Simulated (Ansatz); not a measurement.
GaP under load (space group F-43m), r2SCAN with spin-orbit coupling, rigid bands (Ansatz, an electronic-structure program). Condition of this run: hydrostatic pressure 5 GPa (the target of the relaxation). Band gap 1.73 eV, N_c = 3.94e19 cm⁻³ and N_v = 2.11e19 cm⁻³ at 300 K, conductivity masses of 0.338 mₑ (electrons) and 0.458 mₑ (holes). Take k_BT = 0.02585 eV.

A film of it is 2 nm thick. Estimate the confinement energies in an infinite well.

ħ²π²/(2m t²) = 0.376 eV·nm²/(m/mₑ × t²) gives 278 meV for electrons and 205 meV for holes, so the gap would widen to about 2.21 eV. Finite barriers and nonparabolic bands lower this, and with several valleys or bands the heaviest mass along the normal sets the lowest level, not this average.

What thermal injection velocity √(2k_BT/πm) limits a ballistic channel?

9.25e6 cm/s for electrons and 7.95e6 cm/s for holes, a ratio of √(m_h/m_e) = 1.16, for dilute carriers.

Find the intrinsic carrier density and the intrinsic Fermi level.

n_i = √(N_c N_v) exp(−E_g/2k_BT) = 2.88e19 × exp(−33.46) = 8.5e4 cm⁻³. The level lies (k_BT/2) ln(N_v/N_c) = -8 meV from mid-gap (positive towards the conduction band). Each 0.1 eV added to the gap lowers n_i by a factor of 6.9.

Rigid bands with the computed gap; masses take one relaxation time for all states.
